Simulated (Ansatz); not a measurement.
Total g(r) from a molecular-dynamics run [in the run: one k-point, which a denser mesh shifts by 0.0 GPa in pressure and 0.04 eV/Å in forces]. Method: PBE (plane waves, PAW; Ansatz, an electronic-structure program).

```
r (Å) | g(r)
     1.02 |  0.00
     1.14 |  0.00
     1.26 |  0.00
     1.38 |  0.00
     1.50 |  0.00
     1.62 |  0.00
     1.74 |  0.00
     1.86 |  0.00
     1.98 |  0.05
     2.10 | ####### 0.63
     2.22 | ###################### 2.08
     2.34 | ############################## 2.85
     2.46 | ######################### 2.40
     2.58 | ################### 1.83
     2.70 | ############### 1.45
     2.82 | ########### 1.04
     2.94 | ###### 0.56
     3.06 | ### 0.28
     3.18 | # 0.12
     3.30 | # 0.09
     3.42 | ## 0.21
     3.54 | ###### 0.54
     3.66 | ############ 1.11
     3.78 | ################ 1.56
     3.90 | ################# 1.64
     4.02 | ############## 1.29
     4.14 | ########### 1.03
     4.26 | ############ 1.11
     4.38 | ################ 1.48
     4.50 | ################### 1.79
     4.62 | ################### 1.76
     4.74 | ############## 1.36
     4.86 | ######### 0.82
     4.98 | ##### 0.44
     5.10 | ### 0.29
     5.22 | ### 0.29
     5.34 | #### 0.38
```

Problem. Which system gave this curve?
A. MoSi2 (C11b type), crystal, 299 K, 4.0 GPa
B. CoSi2 (fluorite type), crystal, 1511 K
C. Ru (hcp), crystal, 767 K
D. InP (zinc blende), crystal, 1229 K (so hot that an open crystal may lose its volatile element)

Solution. B, CoSi2 (fluorite type), crystal, 1511 K
